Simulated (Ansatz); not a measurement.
**Pressure series in Mg**

Consider Mg in the hcp (Mg type) structure (space group P6_3/mmc, No. 194; a = 3.167 Å, c = 5.189 Å).

Cell and atoms are relaxed at each pressure.

Computed with Ansatz (a first-principles code) PBEsol, scalar-relativistic without spin-orbit coupling.

```tsv
pressure (GPa)	volume per atom (Å³/atom)
-2	23.939
-1	23.176
0	22.532
2.1	21.413
4.5	20.404
9	18.968
15	?
22.5	16.324
30	15.367
```

Problem. Fit the third-order Birch–Murnaghan form P(V) = (3B₀/2)[(V₀/V)^(7/3) − (V₀/V)^(5/3)]·[1 + (3/4)(B₀′ − 4)((V₀/V)^(2/3) − 1)] (squares taken in P) to the rows shown and predict the withheld row.

Solution. Least squares on the printed values gives V₀ = 22.534 Å³/atom, B₀ = 37.4 GPa, B₀′ = 3.9; this predicts 17.583 Å³/atom, and the run gives 17.585 Å³/atom, 0.002 higher.

Load acts through the strain it causes; cell and atoms are relaxed under it. No phonon test of stability was made. No other phases were tried under pressure.
